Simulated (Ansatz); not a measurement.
Reference: ZnSe (F-43m), PBEsol with spin-orbit coupling, rigid bands (plane waves, PAW; Ansatz, a first-principles code); axes and stresses refer to this cell.

```xyz
2
Lattice="0.0000 2.8166 2.8166 2.8166 0.0000 2.8166 2.8166 2.8166 0.0000" Properties=species:S:1:pos:R:3 pbc="T T T"
Zn     0.0000     0.0000     0.0000
Se     4.2249     4.2249     4.2249
```

The Seebeck coefficient, n-type 1e19 cm⁻³ is -64 μV/K and the band gap is 1.11 eV. The Seebeck coefficient, p-type 1e19 cm⁻³ comes out as 297 μV/K.

Problem. Change: biaxial stress xx = yy = -1 GPa (compression positive). What happens to Seebeck coefficient, n-type 1e19 cm⁻³, band gap, Seebeck coefficient, p-type 1e19 cm⁻³?

Solution. Seebeck coefficient, n-type 1e19 cm⁻³ moves little, to -63 μV/K; band gap drops to 1.03 eV; Seebeck coefficient, p-type 1e19 cm⁻³ drops to 265 μV/K.

Seebeck coefficients are for the stated density at 300 K, with one relaxation time for all states and whether or not that doping can be reached. Stresses and pressures are the targets of the relaxation.  The structure type is held under load, also where the real crystal would transform.
